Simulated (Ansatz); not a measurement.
CaWO4 (I4₁/a, No. 88) was calculated with LDA (PAW; Ansatz, an electronic-structure program).

Settings: plane-wave cutoff 520 eV, 10×10×10 k mesh, Fermi–Dirac smearing 0.01 eV, no spin polarisation, scalar-relativistic PAW data made under PBE.

Computed at the level's own relaxed cell.

### Question
Give the computed band gap, lattice parameter a and c axis length.

### Answer

- band gap: 4.07 eV
- lattice parameter a: 5.152 Å
- c axis length: 11.014 Å

Measured, for comparison: band gap 5.2 ± 0.3 eV (temperature not stated, not corrected to a static lattice, absorption, reflection, one- and two-photon excitation; as tabulated in Mikhailik et al. (2004), doi:10.1103/physrevb.69.205110).

Note: the volume lies 7 % below that of the published cell.

Spin–orbit coupling is not included.

Static lattice: no zero-point or thermal effects.

The result took roughly 4 core-minutes.
